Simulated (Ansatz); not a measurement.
Computed paths: interstitial Cu in diamond with all lengths changed by -1 %, charge state +1

Defect migration in diamond with all lengths changed by -1 %: interstitial Cu, charge state +1. Computed with PBE, PAW (plane waves to 420 eV; Ansatz, a first-principles code).

Settings: 64 host sites, the strained lattice (strain from the relaxed PBE one, atoms relaxed), a 2×2×2 k-point mesh shifted by half a step, smearing 0.01 eV, spin-restricted, no image-charge correction. No zero-point or tunnelling terms. The host's phase is taken as given; its stability against other phases was not computed. The charge state is imposed; whether it is stable for some Fermi level was not computed. Sites that were not tried may lie lower.

Barriers: single points on a 3×3×3 k-point mesh shifted by half a step at the bands' geometries.

```
Route                           Start site over the lowest site run (eV)  Hop (Å)  Forward barrier (eV)  Backward barrier (eV)     Neighbours at the start  Neighbours at the saddle                        Saddle order  Forward, on the band's own sampling (eV)
------------------------------  ----------------------------------------  -------  --------------------  ---------------------  --------------------------  ------------------------  ----------------------------------  ----------------------------------------
Cu moves alone to another site                                      0.00     1.54                  0.57                   0.57  4 C at 1.72, 6 C at 1.90 Å             6 C at 1.71 Å  not checked, on a symmetry element                                      0.57
```

Paths come from CI-NEB runs.  A band can be held on a symmetry element, so unchecked saddle points there may be too high.
